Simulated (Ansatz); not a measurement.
## GaP (model structure, Fm-3m, No. 225, 2 atoms in the cell)

The numbers are results of r²SCAN (Ansatz, a first-principles code, PAW), not measurements.

Numerical settings: plane-wave cutoff 560 eV, 18×18×18 k mesh, Fermi–Dirac smearing 0.05 eV, scalar-relativistic PAW data made under PBE.

Cell (relaxed at this level):

```cif
data_Ga4P4
_chemical_formula_sum 'Ga4 P4'
_space_group_name_H-M_alt 'Fm-3m'
_space_group_IT_number 225
_space_group_name_Hall '-F 4 2 3'
_cell_length_a 5.11800
_cell_length_b 5.11800
_cell_length_c 5.11800
_cell_angle_alpha 90.000
_cell_angle_beta 90.000
_cell_angle_gamma 90.000
loop_
_atom_site_label
_atom_site_type_symbol
_atom_site_symmetry_multiplicity
_atom_site_Wyckoff_symbol
_atom_site_fract_x
_atom_site_fract_y
_atom_site_fract_z
_atom_site_occupancy
Ga1 Ga 4 a 0.00000 0.00000 0.00000 1
P1 P 4 b 0.50000 0.50000 0.50000 1
```
(The calculation used a cell of 2 atoms; values per cell refer to that cell.)

```
Quantity         Value
------------  --------
band gap          none
bulk modulus  99.0 GPa
```

Note: the bulk modulus is −V dP/dV from two relaxed cells at ±2 % in volume; the relaxation could raise the start's symmetry but not lower it, so the cell can be a saddle point.

Spin–orbit coupling is not included.

Computed values are for the static lattice.

A model structure was made by putting elements into a prototype or built by hand; it is no filed structure, need not be a known phase, and can be a saddle point held by its symmetry.
